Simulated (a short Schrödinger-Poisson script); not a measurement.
Stack: gated In0.52Al0.48As/In0.53Ga0.47As modulation-doped gas in a quantum well, at 300 K.

| layer | material | thickness (nm) | Nd (cm⁻³) | Na (cm⁻³) |
|---|---|---|---|---|
| 1 | In0.52Al0.48As | 15 | - | - |
| 2 | In0.52Al0.48As | 40 | 5.3e17 | - |
| 3 | In0.52Al0.48As | 10 | - | - |
| 4 | In0.53Ga0.47As | 15 | - | - |
| 5 | In0.52Al0.48As | 4000 | - | 6e15 |

The device is made up for the run: typed textbook-type constants, with dimensions and the other settings drawn at random. In0.52Al0.48As: permittivity 12.5, conduction-band edge (eV) 0.52, gap (eV) 1.45, electron mass (mₑ) 0.075, Nv at 300 K (cm⁻³) 1.1e19. In0.53Ga0.47As: permittivity 13.9, conduction-band edge (eV) 0, gap (eV) 0.74, Nv at 300 K (cm⁻³) 7.7e18.

Channel valleys (confinement mass, in-plane density-of-states mass, number): Γ 0.041, 0.041, 1. At the gate the conduction-band edge of layer 1 lies 0.65 eV − eVg above the Fermi level of the channel; the field vanishes at the back. Donor level 0.006 eV below the band edge. The barrier under the gate holds no holes. Gaps are held at their typed values at every temperature. Mesh 0.08 nm at interfaces.

From a short Schrödinger-Poisson script (our own, NumPy): 1D Poisson equation in equilibrium, electrons quantum, Hartree (BenDaniel-Duke, 40 states a valley, the channel's in-plane mass for all, wave functions free to enter the barrier), parabolic valleys, classical holes, donors ionised by Fermi statistics, acceptors fully, no traps, pinning or gate leakage.

The same stack at other levels of the model or other numerical settings:

| run | sheet density of all electrons at Vg = 0.4 V (cm⁻²) | sheet density of all electrons at Vg = -0.6 V (cm⁻²) | capacitance at Vg = 0.4 V (μF/cm²) | centroid of the channel electrons at Vg = 0.4 V (nm) | rough cost against the base |
|---|---|---|---|---|---|
| base | 9.38e11 | 1.08e11 | 0.366 | 5.80 | about 1 |
| electrons treated as classical, Boltzmann | 1.07e12 | (withheld) | 0.363 | (withheld) | 0.02 |
| mesh six times as coarse | 9.38e11 | 1.07e11 | 0.367 | 5.78 | 0.2 |
| one subband a valley | 8.62e11 | 1.07e11 | 0.353 | (withheld) | 0.2 |

Question: Some entries are withheld; supply them.

Answer: 
- electrons treated as classical, Boltzmann, centroid of the channel electrons at Vg = 0.4 V (nm): 3.55
- one subband a valley, centroid of the channel electrons at Vg = 0.4 V (nm): 5.60
- electrons treated as classical, Boltzmann, sheet density of all electrons at Vg = -0.6 V (cm⁻²): 1.30e11

The classical rows ignore confinement, and Boltzmann statistics overrate the density once the band edge passes the Fermi level.
